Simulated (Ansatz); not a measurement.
The starting structures come from a database of crystals and need not be the phases stable at ambient conditions.

By PBEsol, the system below comes out a metal.

The ballistic (Sharvin) conductance counts the channels at the Fermi level: G/A = (e²/h) × channels of both spins per area.

Here is the system:

```
Sb
1.0
    3.42162     0.00000     0.00000
   -1.71081     2.96321     0.00000
    0.00000     0.00000     5.47016
Sb
2
Direct
  0.33333   0.66667   0.25000
  0.66667   0.33333   0.75000
```

Space group of this cell: P6_3/mmc, hcp (Mg type). The cell is strained (lengths across the current scaled by 1.02, ions clamped); by PBEsol its mean pressure is -3.5 GPa.

The current flows along the normal of the first two printed cell vectors, the (001) (indices of the unstrained crystal) plane of the conventional cell. No spin-orbit coupling; the value is a mean over 0.1 eV about the Fermi level.

**Question.** Estimate the ballistic conductance per area that PBEsol (Ansatz, a first-principles code) returns for this system.

**Answer.** 1.1 × 10¹⁵ S/m² for both spins.
